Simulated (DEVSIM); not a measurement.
DEVSIM, 1D drift-diffusion, Boltzmann statistics, complete ionisation; no tunnelling, impact ionisation, image-force lowering or self-heating.

System: Si p+/n-/n+ power diode, at 300 K.

```csv
layer (left to right),material,thickness (μm),Nd (cm⁻³),Na (cm⁻³),τn (s),τp (s)
1,Si,1.60,-,2e18,6.8e-5,6.8e-5
2,Si,14.0,2e16,-,6.8e-5,6.8e-5
3,Si,1.00,3.9e18,-,6.8e-5,6.8e-5
```

Left contact: ohmic. Right contact: ohmic. Voltage is applied to the left contact. Recombination: SRH at mid-gap, Auger. Mobility is constant in doping. Where it depends on doping, it is μmin + (μ − μmin)/(1 + (N/Nref)^α).

The device is made up for the run: typed textbook-type constants, with dimensions and the other settings drawn at random. Values at 300 K. The table also holds parameters that only a changed run uses.

```tsv
parameter	Si
gap (eV)	1.124
affinity (eV)	4.05
permittivity	11.7
Nc (cm⁻³)	2.86e19
Nv (cm⁻³)	3.1e19
μn (cm²/Vs)	1417
μp (cm²/Vs)	470
μn,min	52
μp,min	45
Nref,n	9.7e16
Nref,p	2.2e17
αn	0.68
αp	0.72
Cn (cm⁶/s)	2.8e-31
Cp (cm⁶/s)	9.9e-32
```

One input was changed, with this effect: dark forward voltage at 1 A/cm² 0.689 → 0.736 V; potential step across the device at zero bias little changed (1.002 V); dark forward voltage at 100 A/cm² 0.815 → 0.859 V.

**Question.** Which change was it?
A) doping-dependent mobility in place of the constant one
B) thickness of layer 3 1 → 0.2 μm
C) Auger recombination switched off
D) minority lifetime in layer 1 6.8e-05 → 0.0002 s
E) thickness of layer 1 1.6 → 0.96 μm
F) doping Nd of layer 3 3.9e+18 → 1.2e+18 cm^-3
G) minority lifetime in layer 2 6.8e-05 → 2e-05 s
H) doping Nd of layer 2 2e+16 → 2e+15 cm^-3

**Answer.** A, doping-dependent mobility in place of the constant one
